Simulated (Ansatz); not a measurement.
The reference is BeTe in the zinc blende structure (space group F-43m, No. 216).

```
BeTe
1.0
    0.00000     2.80217     2.80217
    2.80217     0.00000     2.80217
    2.80217     2.80217     0.00000
Be Te
1 1
Direct
  0.00000   0.00000   0.00000
  0.25000   0.25000   0.25000
```

Cartesian axes are those of the cell as printed.

All numbers come from PBEsol (Ansatz, a first-principles code; PAW; 420 eV plane waves; no SOC).

Perturbation: every lattice vector is stretched by 2.00 %, atoms relaxed at fixed cell.

Task: Predict the stress tensor and what it implies for the stiffness.

Result: Stress of the strained cell less that of the base (GPa, compression positive):
```
  -3.19    0.00    0.00
   0.00   -3.19    0.00
   0.00    0.00   -3.19
```

Then B = −ΔP/(ΔV/V₀) with ΔV/V₀ = 0.0612 gives secant stiffness values (nonlinear terms included at this strain): B ≈ 52 GPa.

As a check, the harmonic strain energy −½ V₀ Δσ:ε is 13 meV/atom; the computed energy rise is 14 meV/atom.

Stability against distortions was not tested.
